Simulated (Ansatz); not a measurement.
Take ZnS in the wurtzite structure (space group P6_3mc, No. 186; a = 3.845 Å, c = 6.305 Å) as the base. Axes: x lies along a and z along c of the hexagonal cell.

Calculations: DFT with PBE, PAW potentials and a 420 eV plane-wave cutoff in Ansatz (a first-principles code), no spin-orbit coupling.

Before the change:

```
Property    Value
--------  -------
Band gap  2.08 eV
```

One thing is altered: the cell is compressed by 3.00 % along z with no lateral relaxation, atoms relaxed at fixed cell.

Estimate the effect on the stress, band gap and largest internal atomic displacement.

The stress (xx, yy, zz, yz, xz, xy; compression positive) comes out as (1.32, 1.32, 4.28, 0.00, 0.00, 0.00) GPa; the band gap rises by 0.15 eV, from 2.08 eV to 2.23 eV; the largest internal atomic displacement comes out as 0.018 Å.

The cells carry an imposed strain or load. No phonon test of stability was made.
